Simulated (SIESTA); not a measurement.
A self-consistent single point of InP (F-43m, 2 atoms in the cell) with SIESTA.

Level of theory: GGA PBE, numerical atomic orbitals DZP, PseudoDojo PBE standard norm-conserving potentials (rewritten from UPF to PSML) (SIESTA).

```
InP
1.0
    0.00000     3.01072     3.01072
    3.01072     0.00000     3.01072
    3.01072     3.01072     0.00000
In P
1 1
Direct
  0.00000   0.00000   0.00000
  0.25000   0.25000   0.25000
```

Reference input (self-consistent single point, DFT, GGA PBE, numerical atomic orbitals DZP, PseudoDojo PBE standard norm-conserving potentials (rewritten from UPF to PSML)): XC.functional = GGA; XC.authors = PBE; potentials = PseudoDojo PBE standard; PAO.BasisSize = DZP; PAO.EnergyShift = 0.01 Ry; MeshCutoff = 300 Ry; kgrid.MonkhorstPack = 5 5 5; OccupationFunction = FD; ElectronicTemperature = 0.01 eV; MaxSCFIterations = 150; SCF.Mixer.Method = Pulay; SCF.Mixer.Weight = 0.25. This run's input differs from it in these lines:

```diff
@@ -28,5 +28,5 @@
 %block kgrid.MonkhorstPack
-    5   0   0  0.0
-    0   5   0  0.0
-    0   0   5  0.0
+    7   0   0  0.0
+    0   7   0  0.0
+    0   0   7  0.0
 %endblock kgrid.MonkhorstPack
```

Output (repeated stretches shortened):

```
        iscf     Eharris(eV)        E_KS(eV)     FreeEng(eV)     dDmax    Ef(eV) dHmax(eV)
   scf:    1    -1995.654950    -1995.527167    -1995.527167  1.585781 -4.321774  4.658909
   scf:    2    -1996.397411    -1996.011886    -1996.011886  0.074271 -4.040555  2.543656
   scf:    3    -1996.211327    -1996.142773    -1996.142773  0.067652 -4.122234  0.539421
   scf:    4    -1996.154364    -1996.149500    -1996.149500  0.025610 -4.220811  0.032157
   scf:    5    -1996.149409    -1996.149480    -1996.149480  0.002506 -4.226971  0.054486
   scf:    6    -1996.149565    -1996.149532    -1996.149532  0.002542 -4.231194  0.003754
   scf:    7    -1996.149532    -1996.149532    -1996.149532  0.000085 -4.230830  0.003047
   scf:    8    -1996.149532    -1996.149532    -1996.149532  0.000122 -4.228780  0.000226
   scf:    9    -1996.149532    -1996.149532    -1996.149532  0.000009 -4.228923  0.000004
SCF Convergence by DM+H criterion
max |DM_out - DM_in|         :     0.0000093486
max |H_out - H_in|      (eV) :     0.0000038876
SCF cycle converged after 9 iterations

Using DM_out to compute the final energy and forces

siesta: E_KS(eV) =            -1996.1495

siesta: E_KS - E_eggbox =     -1996.1495

siesta: Atomic forces (eV/Ang):
     1    0.000132    0.000132    0.000132
     2   -0.000132   -0.000132   -0.000132
   Tot    0.000000    0.000000    0.000000
   Max    0.000132
   Res    0.000132    sqrt( Sum f_i^2 / 3N )
   Max    0.000132    constrained

Stress tensor Voigt[x,y,z,yz,xz,xy] (kbar):       19.38       19.38       19.38       -0.14       -0.14       -0.14
(Free)E + p*V (eV/cell)    -1996.8096
Target enthalpy (eV/cell)    -1996.1495

siesta: Program's energy decomposition (eV):
siesta: FreeEng =     -1996.149532

   [... lines left out ...]
siesta: Cell volume =         54.580897 Ang**3
siesta:         -19.37564595        -19.36981248  kBar
   [... lines left out ...]
               3s      3s      3py     3pz     3px     3py     3pz     3px
               3Pdxy   3Pdyz   3Pdz2   3Pdxz   3Pdx2-y2
   2  4.782   1.315   0.195   0.710   0.710   0.710   0.333   0.333   0.333
              0.036   0.036   0.017   0.036   0.017

mulliken: Qtot =       18.000

Mulliken Atomic Populations:
Atom #   charge [q] valence [e]  Species
     1    -0.217680   13.217680  In
     2     0.217680    4.782320  P
 Total    -0.000000
```

The run converged in 9 iterations. Against the reference run the free energy falls by 15.6 meV/atom, the pressure hardly changes (-1.93 to -1.94 GPa) and the gap on the mesh hardly changes (0.404 to 0.411 eV).

The starting cell comes from a database of computed structures (which also holds hypothetical and non-ambient phases and stackings), without a prior relaxation at this level. Its lattice was rescaled by a random factor within 2.5 % of one. Values carry the incompleteness of an atom-centred basis.
